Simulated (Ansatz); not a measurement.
An Ansatz (an electronic-structure program) input (r2SCAN/PAW in Ansatz, no SOC, earlier PAW set):

Ansatz 0.2 input:
```yaml
crystal:
  lattice:
    - [2.9362685233, 0, 0]
    - [1.4681342616, 2.5428831335, 0]
    - [0, 0, 28.9114691553]
  atoms:
    - { symbol: Ti, position: [0.6666666667, 0.6666666667, 0.2594126213] }
    - { symbol: Ti, position: [0.3333333333, 0.3333333333, 0.3396084142] }
    - { symbol: Ti, position: [0.6666666667, 0.6666666667, 0.4198042071] }
    - { symbol: Ti, position: [0.3333333333, 0.3333333333, 0.5] }
    - { symbol: Ti, position: [0.6666666667, 0.6666666667, 0.5801957929] }
    - { symbol: Ti, position: [0.3333333333, 0.3333333333, 0.6603915858] }
    - { symbol: Ti, position: [0.6666666667, 0.6666666667, 0.7405873787] }
basis: { ecutwfc: 500, ecutrho_ratio: 4, xc_grid: 4, fft_grid_basis: typed }
kpoints: { mp_grid: { grid: [18, 18, 1] } }
hamiltonian:
  xc: r2scan
  dispersion: none
  pseudopotentials: { azcp: { folder: ./paw }, kind: paw }
scf: { occupations: { method: fermi_dirac, width: 0.05 }, convergence: { dr2_threshold: 0.0000000007 } }
relax: { f_tol: 0.01, max_steps: 50 }
output: { forces: true, stress: true }
checkpoint: { write: state.ck, write_every: 1000 }
```

Question: Which symmetry and how many k-points will the program report, and about how many plane waves at Γ?

Answer: Space group P-6m2 (ITA 187) with 12 operations, k-points 37 of 324, and 5577 plane waves at Γ.

Stability against distortions was not tested. The final runs are not spin-polarised. The cell was made from Ti in the hcp (Mg type) structure (space group P6_3/mmc, No. 194) by this change: a free-standing slab of 7 layers (7 atoms, 1 a layer) is cut normal to the z axis, with 15 Å of vacuum and the in-plane cell held at bulk.
